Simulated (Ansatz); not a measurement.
BBi (model structure, started from the WC type, P-6m2, No. 187, 2 atoms in the cell) was calculated with r²SCAN (plane waves, PAW; Ansatz, a first-principles code).

Run with plane-wave cutoff 560 eV, 18×18×18 k mesh, Fermi–Dirac smearing 0.05 eV, scalar-relativistic PAW data made under PBE.

Cell (relaxed at this level):

```cif
data_BBi
_chemical_formula_sum 'B1 Bi1'
_space_group_name_H-M_alt 'P 1'
_space_group_IT_number 1
_cell_length_a 3.63183
_cell_length_b 3.63183
_cell_length_c 3.34445
_cell_angle_alpha 90.000
_cell_angle_beta 90.000
_cell_angle_gamma 120.000
loop_
_space_group_symop_operation_xyz
  'x, y, z'
loop_
_atom_site_label
_atom_site_type_symbol
_atom_site_fract_x
_atom_site_fract_y
_atom_site_fract_z
_atom_site_occupancy
B1 B 0.00000 0.00000 0.00000 1
Bi1 Bi 0.66667 0.33333 0.50000 1
```

Q: Estimate the bulk modulus B0 that the calculation returns.

A: 
bulk modulus B0: 73.0 GPa

The run finds no gap.

Note: the bulk modulus is −V dP/dV from two relaxed cells at ±2 % in volume; the relaxation could raise the start's symmetry but not lower it, so the cell can be a saddle point.

Spin–orbit coupling is not included; it can open a gap where bands touch, and shift volumes and moduli.

Computed values are for the static lattice.

The result took about 6 core-minutes (a rough figure).

A model structure was made by putting elements into a prototype or built by hand; it is no filed structure, need not be a known phase, and can be a saddle point held by its symmetry.
